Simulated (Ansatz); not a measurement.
Start from BaS in the zinc blende structure (space group F-43m, No. 216; a hypothetical phase, not in the database extracts checked).

```xyz
2
Lattice="0.0000 3.5191 3.5191 3.5191 0.0000 3.5191 3.5191 3.5191 0.0000" Properties=species:S:1:pos:R:3 pbc="T T T"
S      5.2786     5.2786     5.2786
Ba     0.0000     0.0000     0.0000
```

The values are results of r2SCAN in Ansatz (plane waves to 500 eV, PAW, scalar-relativistic without spin-orbit coupling), not measurements.

One change was made to it. Results:

The shortest interatomic distance drops by 0.165 bohr to 5.594 bohr; the gap character stays indirect, W → Γ.

### Question
Which change produced these results?
A. pressure −1 GPa
B. pressure 3 GPa
C. pressure 1.5 GPa
D. pressure −2 GPa

### Answer
B, pressure 3 GPa. For comparison, the shortest interatomic distance in the other runs: pressure 1.5 GPa gives 5.670 bohr; pressure −1 GPa gives 5.831 bohr; pressure −2 GPa gives 5.916 bohr.

Load acts through the strain it causes; cell and atoms are relaxed under it. Stability against distortions was not tested.

Ansatz is a program for electronic structure.
